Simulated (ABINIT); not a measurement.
Band structure of ZrC (Fm-3m, 2 atoms in the cell).

```yaml
crystal:
  lattice:
    - [0.00000, 2.30888, 2.30888]
    - [2.30888, 0.00000, 2.30888]
    - [2.30888, 2.30888, 0.00000]
  atoms:
    - { symbol: Zr, position: [0.00000, 0.00000, 0.00000] }
    - { symbol: C, position: [0.50000, 0.50000, 0.50000] }
```

Method: PBE, norm-conserving pseudopotentials (PseudoDojo nc-sr-05 PBE standard) (plane waves; ABINIT 10.0.3).

Settings: pseudos = [Zr.upf, C.upf]; ecut = 1116 eV; ixc = 11; occopt = 7; tsmear = 0.00734986 Ha; ngkpt = 10 10 10; nshiftk = 1; shiftk = 0 0 0; potentials = PseudoDojo nc-sr-05 PBE standard; kptopt = 1; nstep = 60; tolvrs1 = 1e-11; ndtset = 2.

The starting cell has typed, rounded lattice constants, without a prior relaxation at this level. Its lattice was rescaled by a random factor within 2.5 % of one.

Levels in eV from the Fermi level, bands 5 to 12:
```csv
point,5,6,7,8,9,10,11,12
Γ,-11.51,0.95,0.95,0.95,1.10,1.10,1.10,2.96
X,-10.39,-1.99,-1.95,0.11,0.11,4.73,6.04,6.04
W,-9.61,-2.78,-2.38,-2.38,3.43,3.43,6.05,7.54
K,-9.69,-3.16,-2.27,-1.65,1.55,5.18,5.71,7.83
L,-8.16,-5.52,-3.13,-3.13,4.77,4.77,5.65,6.80
U,-9.69,-3.16,-2.27,-1.65,1.55,5.18,5.71,7.83
```

Bands cross the Fermi level along this path, so the cell is metallic at this level.
